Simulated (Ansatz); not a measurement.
The band gap in a series of structures.

Cell A: C (diamond, Fd-3m), 2 atoms in the cell, k-point mesh 16×16×16 on the run's own vectors.
C has the cubic space group Fd-3m, origin choice 1 (No. 227), the diamond structure, Pearson symbol cF8. Conventional cell: a = 3.572 Å, b = 3.572 Å, c = 3.572 Å, α = 90.00°, β = 90.00°, γ = 90.00°. C on 8b is coordinated by 4 C at 1.547 Å (tetrahedral). (Neighbours: up to the widest gap in distance over summed covalent radii, below 1.35, at either atom.)
(The calculation used a cell of 2 atoms; values per cell refer to that cell.)

Cell B: Si (diamond, Fd-3m), 2 atoms in the cell, k-point mesh 12×12×12 on the run's own vectors.
```
Si
1.0
    0.00000     2.73476     2.73476
    2.73476     0.00000     2.73476
    2.73476     2.73476     0.00000
Si
2
Direct
  0.25000   0.25000   0.25000
  0.00000   0.00000   0.00000
```

All numbers come from Ansatz (a quantum-chemistry and plane-wave program), plane waves with PAW, its PAW set soft_1, cutoff 420 eV, 500 eV for r2SCAN. The structures are at rest with PBE; other levels are single points on them. Neutral cells; Fermi-Dirac smearing of at most 0.05 eV in the solids, energies taken to zero width. The lattices are those relaxed with PBE, so at other levels the solids can be strained, which adds to the spread. A dispersion term ran beside these levels; it doesn't touch the electrons. Gaps are highest filled to lowest empty Kohn-Sham level on the run's k-point mesh, states of defects and surfaces included; edges off the mesh make the true gap smaller, and under 0.08 eV counts as none.

Problem. Give the band gap (eV) at the level PBE, cell by cell.

Solution. 
| system | PBE |
|---|---|
| A | 4.13 (indirect) |
| B | 0.61 (indirect) |

With PBE the value of A exceeds that of B by 3.52 eV.

Problem. Does the picture change with the functional?

Solution. 
| system | r2SCAN |
|---|---|
| A | 4.34 (indirect) |
| B | 0.80 (indirect) |

With r2SCAN the value of A exceeds that of B by 3.54 eV.
